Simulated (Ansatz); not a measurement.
The starting structures come from a database of crystals and need not be the phases stable at ambient conditions.

Tunnelling through a barrier is set by its complex band structure: the current falls as exp(−2κd) with the smallest κ.

Here is the system:

```
CdF2
1.0
    3.85032     0.00000     0.00000
    0.00000     5.44518     0.00000
    1.92516     2.72259     1.92516
Cd F
1 2
Cartesian
  0.00000   0.00000   0.00000
  1.92516   1.36129   0.00000
  3.85032   6.80647   1.92516
```

The cell was relaxed by PBE-D3(BJ); by r2SCAN it stands under a pressure of -3.3 GPa.

Transport runs along the normal of the first two printed cell vectors, the (110) plane of the conventional cell.

The gap is the functional's own, uncorrected, and κ follows it; spin-orbit coupling is left out. Mid-gap means the computed energy nearest the middle.

Q: Estimate the band gap and the smallest decay constant κ at mid-gap that Ansatz (a program for electronic structure) with r2SCAN returns for this system.

A: Gap 3.68 eV on a 16×16×16 mesh; κ = 0.364 1/Å, at the zone centre.
